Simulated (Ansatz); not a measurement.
Take Gd in the hcp (Mg type) structure (space group P6_3/mmc, No. 194; ferromagnetic) as the base.

```
CELL_PARAMETERS angstrom
      3.63925     0.00000     0.00000
     -1.81962     3.15168     0.00000
      0.00000     0.00000     5.90920
ATOMIC_POSITIONS crystal
  Gd 0.33333 0.66667 0.75000
  Gd 0.66667 0.33333 0.25000
```

Cartesian axes are those of the cell as printed.

Computed with r2SCAN/PAW in Ansatz (a program for electronic structure), no spin-orbit coupling.

Free-standing slabs (1 atom(s) a layer) normal to the z axis with 15 Å of vacuum; in-plane cell held at bulk.

One change was made to it. Results:

```
quantity                                base          after
-----------------------------  -------------  -------------
magnetic state                 ferromagnetic  ferromagnetic
largest site moment                  7.59 μB        7.72 μB
shortest interatomic distance        3.626 Å        3.502 Å
```

Q: What was done to the base?
(A) 3 layers
(B) 1 layer
(C) 2 layers
(D) 5 layers

A: C, 2 layers. For comparison, the shortest interatomic distance in the other runs: 1 layer gives 3.639 Å; 5 layers gives 3.546 Å; 3 layers gives 3.574 Å.

Other magnetic orders, which the real material may have, were not ruled out. The state of the 4f shell was not checked for lower solutions. Stability against distortions was not tested.
